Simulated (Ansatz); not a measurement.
A one-dimensional CsPbBr3 body, 10 atoms a period, stretched and compressed along its axis from its relaxed period of 7.757 Å, atoms relaxed at each length.

```yaml
crystal:
  lattice:
    - [20.00000, 0.00000, 0.00000]
    - [0.00000, 16.50000, 0.00000]
    - [0.00000, 0.00000, 7.75673]
  atoms:
    - { symbol: Pb, position: [0.49719, 0.49609, 0.96246] }
    - { symbol: Br, position: [0.61741, 0.47737, 0.21226] }
    - { symbol: Br, position: [0.46510, 0.63781, 0.21235] }
    - { symbol: Br, position: [0.42050, 0.38890, 0.22590] }
    - { symbol: Cs, position: [0.63052, 0.68206, 0.13702] }
    - { symbol: Pb, position: [0.50281, 0.50391, 0.46246] }
    - { symbol: Br, position: [0.57950, 0.61110, 0.72590] }
    - { symbol: Br, position: [0.38259, 0.52263, 0.71226] }
    - { symbol: Br, position: [0.53490, 0.36219, 0.71235] }
    - { symbol: Cs, position: [0.36948, 0.31794, 0.63702] }
```

Computed with PBE (plane waves to 420 eV, PAW; Ansatz, an electronic-structure program). Mesh 1×1×6. No spin polarisation. It repeats along c; a and b span vacuum. A hypothetical model. It keeps the symmetry and period of its start, so it need not be a minimum against all distortions. Pairing along the axis, which can open a gap, is among the distortions not tried. Values not marked SOC lack spin–orbit coupling. On relaxing, bonds broke or formed, so the name tells the start alone. Buckling under compression is shut out by symmetry and the short period. Energies are free energies at a Fermi–Dirac width of 0.02 eV, from the unstrained cell.

```tsv
strain (%)	energy (meV a period)	axial force (nN)	PBE gap (eV)
-3.0	+16	-0.21	3.35
-1.5	+4	-0.12	3.44
0.0	0	0.00	3.50
+1.5	+4	+0.11	3.53
+3.0	+16	+0.23	3.55
+6.0	+60	+0.40	3.57
```
